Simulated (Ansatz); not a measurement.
An Ansatz (a first-principles code) run: ZrO2 with a change (pressure 9 GPa); DFT with r2SCAN, PAW potentials and a 500 eV plane-wave cutoff in Ansatz, no spin-orbit coupling, earlier PAW set.

Input:

Ansatz 0.2 input:
```yaml
crystal:
  lattice:
    - [0, 2.5302467099, 2.5302467099]
    - [2.5302467099, 0, 2.5302467099]
    - [2.5302467099, 2.5302467099, 0]
  atoms:
    - { symbol: Zr, position: [0, 0, 0] }
    - { symbol: O, position: [0.25, 0.25, 0.25] }
    - { symbol: O, position: [0.75, 0.75, 0.75] }
basis: { ecutwfc: 500, ecutrho_ratio: 4, xc_grid: 4, fft_grid_basis: typed }
kpoints: { mp_grid: { grid: [11, 11, 11] } }
hamiltonian:
  xc: r2scan
  dispersion: none
  pseudopotentials: { azcp: { folder: ./paw }, kind: paw }
scf: { occupations: { method: fermi_dirac, width: 0.05 } }
relax: { f_tol: 0.01, max_steps: 60, cell: { stress_tol: 0.02, p_target: 9.0 } }
output: { forces: true, stress: true }
checkpoint: { write: state.ck, write_every: 1000 }
```

Output (explanatory and most iteration lines left out):

```
Relaxation: its limit of steps is 60 (relax.max_steps)
Pseudopotential: Zr, paw, valence charge 12
Pseudopotential: O, paw, valence charge 6
Crystal: 3 atoms, lattice volume = 32.398 Å³
Basis set: ecut = 500 eV, 869 PW (Γ), exchange–correlation on 108×108×108 points (64 copies of the dense FFT grid, shifted against one another)
Bands: 16, of which v1, the nominal top of the filled ones, is band 12 counted from 1 (11 counted from 0)
Symmetry: 48 space group operations
Space group: Fm-3m (ITA 225), of the structure as read, at distance tolerance 3.2e-5 Å
k-points: 56 of 1331
Functional: x = r2scan, c = r2scan; τ floored in thin density (d = 2e-4 eV/Å³)
SCF iter   1: F=—  HF=-5337.947455 eV  |F-HF|=—  |Δ(HF+E_count)|=         —  Δρ=6.87e-2  dr2=1.58e0  dr2_τ=3.06e-1  ethr=3.10e-3  ⟨swp⟩=5.9  Hψ=4627  notcnv=0
SCF iter   2: F=—  HF=-5338.071571 eV  |F-HF|=—  |Δ(HF+E_count)|=   1.24e-1  Δρ=4.95e-2  dr2=4.07e-1  dr2_τ=1.03e-1  ethr=3.10e-3  ⟨swp⟩=2.5  Hψ=2049  notcnv=0
SCF 1 converged in 8 iterations: F = -5338.080232 eV  dr2 = 1.59e-10
relax step   1: F+E_penalty+E_count = -5338.08023153 eV  Δ(F+E_penalty+E_count) = +0.000e0 eV  max|allowed force component| = 3.855e-18 eV/Å  Δτ_max = 0.0000 Å  P = +4.495 GPa  Ω = 32.398 Å³  (8 SCF iters, dr2 threshold 1.00e-7 eV, accepted)
[... steps on the carried basis left out ...]
relax step   5: F+E_penalty+E_count = -5338.05882010 eV  Δ(F+E_penalty+E_count) = +5.847e-4 eV  max|allowed force component| = 9.252e-18 eV/Å  Δτ_max = 0.0000 Å  P = +9.008 GPa  Ω = 31.888 Å³  stress off target by 7.82e-3 GPa  SCF on the basis re-selected at this cell (its energy is not comparable with the rows above)  (7 SCF iters)
SCF converged after 7 iterations
Free energy (F): -5338.058820 eV
Internal energy: -5338.058820 eV  (E = F + TS)
E sigma→0 (E₀):  -5338.058820 eV
Fermi energy:    14.341669 eV
--- Forces (eV/Å), atoms counted from 1 ---
  atom   1  Zr     0.00000000    -0.00000000    -0.00000000
  atom   2  O     -0.00000000     0.00000000     0.00000000
  atom   3  O      0.00000000    -0.00000000    -0.00000000
--- Stress (GPa, compression-positive) ---
        9.007816       0.000000      -0.000000
        0.000000       9.007816       0.000000
       -0.000000       0.000000       9.007816
  P = ⅓ Tr σ = 9.0078 GPa (90.078 kbar)
--- Relaxed structure (4 steps of the walk, 4 accepted, 1 SCFs on fresh bases) ---
  cell:  # Å, volume = 31.8879 Å³
    - [2.0331727919173546e-34, 2.5168951867463423, 2.5168951867463423]
    - [2.5168951867463423, 1.1444690476012198e-35, 2.5168951867463423]
    - [2.5168951867463423, 2.5168951867463423, -5.174987220909584e-35]
  atoms:
    - { symbol: Zr, position: [-3.571693558182961e-36, 9.832900627443388e-36, -3.8443744299696574e-37] }
    - { symbol: O, position: [0.25, 0.25, 0.25] }
    - { symbol: O, position: [0.7500000000000001, 0.7500000000000001, 0.7500000000000001] }
```

Load acts through the strain it causes; cell and atoms are relaxed under it. Whether these cells are dynamically stable was not tested. Competing high-pressure phases were not computed. The cell was made from ZrO2 in the fluorite structure (space group Fm-3m, No. 225) by this change: pressure 9 GPa. This is not the structure that ZrO2 has at room temperature and ambient pressure.
